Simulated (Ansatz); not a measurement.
Ansatz (a program for electronic structure) run on Lu2Ge3 (Amm2, 5 atoms in the cell): self-consistent single point.

Level of theory: PBEsol, default PAW files made with PBE (plane waves; Ansatz).

The change in words: lattice scaled by 1.03. Reference geometry:
```
Lu2Ge3
1.0
    6.84883     0.00000     0.00000
    0.00000     2.16350     3.77107
    0.00000    -2.16350     3.77107
Lu Ge
2 3
Cartesian
  4.99437   0.00000   0.00030
  1.85446   0.00000   0.00030
  0.00000   0.00000   5.02691
  3.42442   0.00000   2.51289
  0.00000   0.00000   2.51613
```

Reference input (self-consistent single point, DFT, PBEsol, plane waves, default PAW files made with PBE): basis.ecutwfc = 420 eV; kpoints.mp_grid.grid = 4 7 7; hamiltonian.xc = pbesol; hamiltonian.pseudopotentials = {kind: paw} (the program's default PAW files); scf.occupations.method = fermi_dirac; scf.occupations.width = 0.1 eV. This run's input differs from it in these lines:

Ansatz 0.2 input:
```diff
@@ -3,11 +3,11 @@
   lattice:
-    - [6.848830, 0.000000, 0.000000]
-    - [0.000000, 2.163500, 3.771065]
-    - [0.000000, -2.163500, 3.771065]
+    - [7.054295, 0.000000, 0.000000]
+    - [0.000000, 2.228405, 3.884197]
+    - [0.000000, -2.228405, 3.884197]
   atoms:
-    - { symbol: Lu, position_ang: [4.994372, 0.000000, 0.000302] }
-    - { symbol: Lu, position_ang: [1.854458, 0.000000, 0.000302] }
-    - { symbol: Ge, position_ang: [0.000000, 0.000000, 5.026905] }
-    - { symbol: Ge, position_ang: [3.424415, 0.000000, 2.512887] }
-    - { symbol: Ge, position_ang: [0.000000, -0.000000, 2.516130] }
+    - { symbol: Lu, position_ang: [5.144204, 0.000000, 0.000311] }
+    - { symbol: Lu, position_ang: [1.910091, 0.000000, 0.000311] }
+    - { symbol: Ge, position_ang: [0.000000, -0.000000, 5.177712] }
+    - { symbol: Ge, position_ang: [3.527147, 0.000000, 2.588274] }
+    - { symbol: Ge, position_ang: [0.000000, 0.000000, 2.591614] }
 basis:
```

Output, abridged:

```
SCF iter   1: F=—  HF=-41985.411628 eV  |F-HF|=—  |Δ(HF+E_count)|=         —  Δρ=2.83e-3  dr2=3.94e-2  ethr=1.77e-3  ⟨swp⟩=6.2  Hψ=10783  notcnv=0  defer=12
all-band conjugate gradients solve this SCF's bands
preconditioner: auto → LDOS
SCF iter   2: F=—  HF=-41985.403328 eV  |F-HF|=—  |Δ(HF+E_count)|=   8.30e-3  Δρ=2.06e-3  dr2=1.28e-2  ethr=4.28e-5  ⟨swp⟩=3.8  Hψ=7892  notcnv=0  defer=63
   [... lines left out ...]
SCF iter   5: F=—  HF=-41985.399467 eV  |F-HF|=—  |Δ(HF+E_count)|=   5.43e-5  Δρ=8.89e-5  dr2=7.52e-6  ethr=4.37e-8  ⟨swp⟩=3.0  Hψ=6152  notcnv=0  defer=63
SCF iter   6: F=—  HF=-41985.399463 eV  |F-HF|=—  |Δ(HF+E_count)|=   3.78e-6  Δρ=3.27e-5  dr2=1.03e-6  ethr=8.17e-9  ⟨swp⟩=2.2  Hψ=5072  notcnv=0  defer=63
SCF iter   7: F=—  HF=-41985.399463 eV  |F-HF|=—  |Δ(HF+E_count)|=   4.30e-7  Δρ=1.03e-5  dr2=1.00e-7  ethr=1.09e-10  ⟨swp⟩=12.0  Hψ=20266  notcnv=0
SCF iter   8: F=-41985.399463 eV  HF=-41985.399463 eV  |F-HF|=1.26e-9  |Δ(HF+E_count)|=   3.95e-8  Δρ=2.04e-6  dr2=3.83e-9  ethr=1.09e-10  ⟨swp⟩=6.2  Hψ=12505  notcnv=0
SCF 1 converged in 8 iterations: F = -41985.399463 eV  dr2 = 3.83e-9
Free energy (F): -41985.399463 eV
Internal energy: -41985.345290 eV  (E = F + TS)
E sigma→0 (E₀):  -41985.372376 eV
Entropy (-TS):   -0.054173 eV (-10.835 meV/atom)
Fermi energy:    11.033952 eV
--- Forces (eV/Å), atoms counted from 1 ---
  atom   1  Lu     0.10445856     0.00000000     0.00490722
  atom   2  Lu    -0.10445856     0.00000000     0.00490722
  atom   3  Ge     0.00000000     0.00000000    -0.02051589
  atom   4  Ge     0.00000000     0.00000000    -0.00490500
  atom   5  Ge     0.00000000     0.00000000     0.01560528
--- Stress (GPa, compression-positive) ---
       -7.232515       0.000000       0.000000
        0.000000      -6.627755       0.000000
        0.000000       0.000000      -6.850533
  P = ⅓ Tr σ = -6.9036 GPa (-69.036 kbar)
  The stress holds the Pulay correction. Without it, at fixed plane waves, as pw.x and ABINIT print it: P = -6.9375 GPa
```

The run converged in 8 iterations. Against the reference run the free energy rises by 62.4 meV/atom, the pressure goes from -2.39 to -6.90 GPa and the largest force goes from 0.210 to 0.105 eV/Å.

The starting cell comes from a database of computed structures (which also holds hypothetical and non-ambient phases and stackings), without a prior relaxation at this level. For this run, on top of that: lattice scaled by 1.03. Spin-orbit coupling is off. Ansatz's pressure includes its estimate of the finite-basis (Pulay) stress.

Cost on one core of a shared machine: roughly 30 s.
